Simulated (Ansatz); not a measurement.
Consider Os in the hcp (Mg type) structure (space group P6_3/mmc, No. 194; a = 2.738 Å, c = 4.318 Å; relaxed with 0.1 eV smearing). Axes: x lies along a and z along c of the hexagonal cell.

Calculations: r2SCAN (Ansatz, a first-principles code), no spin-orbit coupling.

Strains are applied to the cell and any free atomic positions relax; under stress the whole cell relaxes.

One change was made to it. Results:

```json
[
 {"quantity": "shortest interatomic distance", "base": "2.676 Å", "after": "2.676 Å"},
 {"quantity": "energy relative to the base (free energy F)", "base": "0 meV/atom", "after": "+0.1 meV/atom"}
]
```

Problem. Which of these changes matches the shifts?
A) strain tensor (xx, yy, zz, yz, xz, xy) = (−0.16, −2.43, −1.93, +0.96, +0.27, +0.64) %
B) uniaxial strain ε_yy = +0.66 %
C) tensor shear ε_xz = −3.95 %
D) uniaxial stress, 1 GPa compression along x

Solution. D, uniaxial stress, 1 GPa compression along x. For comparison, the energy relative to the base in the other runs: uniaxial strain ε_yy = +0.66 % gives +1.5 meV/atom; strain tensor (xx, yy, zz, yz, xz, xy) = (−0.16, −2.43, −1.93, +0.96, +0.27, +0.64) % gives +57 meV/atom; tensor shear ε_xz = −3.95 % gives +73 meV/atom.

Beyond what the load breaks, stability against distortions was not tested. The final runs are not spin-polarised.
